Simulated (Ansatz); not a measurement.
This Ansatz (an electronic-structure program) input is the reference run, Ru in the hcp (Mg type) structure (space group P6_3/mmc, No. 194), computed with plane-wave PAW DFT at the PBEsol level (Ansatz, 420 eV), no spin-orbit coupling, earlier PAW set:

Ansatz 0.2 input:
```yaml
crystal:
  lattice:
    - [2.6919580704, 0, 0]
    - [-1.3459790352, 2.3313040749, 0]
    - [0, 0, 4.2459632866]
  atoms:
    - { symbol: Ru, position: [0.3333333333, 0.6666666667, 0.75] }
    - { symbol: Ru, position: [0.6666666667, 0.3333333333, 0.25] }
basis: { ecutwfc: 420, ecutrho_ratio: 4, xc_grid: 2, fft_grid_basis: typed }
kpoints: { mp_grid: { grid: [20, 20, 11] } }
hamiltonian:
  xc: pbesol
  dispersion: none
  pseudopotentials: { azcp: { folder: ./paw }, kind: paw }
scf: { occupations: { method: fermi_dirac, width: 0.05 }, convergence: { dr2_threshold: 0.0000000002 } }
output: { forces: true, stress: true }
checkpoint: { write: state.ck, write_every: 1000 }
```

Problem. Write the input for this change: a free-standing slab of 6 layers (6 atoms, 1 a layer) is cut normal to the z axis, with 15 Å of vacuum and the in-plane cell held at bulk.

Solution. 
Ansatz 0.2 input:
```yaml
crystal:
  lattice:
    - [2.6919580704, 0, 0]
    - [1.3459790352, 2.3313040749, 0]
    - [0, 0, 25.6149082165]
  atoms:
    - { symbol: Ru, position: [0.6666666667, 0.6666666667, 0.2927982383] }
    - { symbol: Ru, position: [0.3333333333, 0.3333333333, 0.375678943] }
    - { symbol: Ru, position: [0.6666666667, 0.6666666667, 0.4585596477] }
    - { symbol: Ru, position: [0.3333333333, 0.3333333333, 0.5414403523] }
    - { symbol: Ru, position: [0.6666666667, 0.6666666667, 0.624321057] }
    - { symbol: Ru, position: [0.3333333333, 0.3333333333, 0.7072017617] }
basis: { ecutwfc: 420, ecutrho_ratio: 4, xc_grid: 2, fft_grid_basis: typed }
kpoints: { mp_grid: { grid: [20, 20, 1] } }
hamiltonian:
  xc: pbesol
  dispersion: none
  pseudopotentials: { azcp: { folder: ./paw }, kind: paw }
scf: { occupations: { method: fermi_dirac, width: 0.05 }, convergence: { dr2_threshold: 0.0000000006 } }
relax: { f_tol: 0.01, max_steps: 50 }
output: { forces: true, stress: true }
checkpoint: { write: state.ck, write_every: 1000 }
```
This is the input that was run; other choices of cell and start would serve too.

No phonon test of stability was made. The final runs are not spin-polarised.
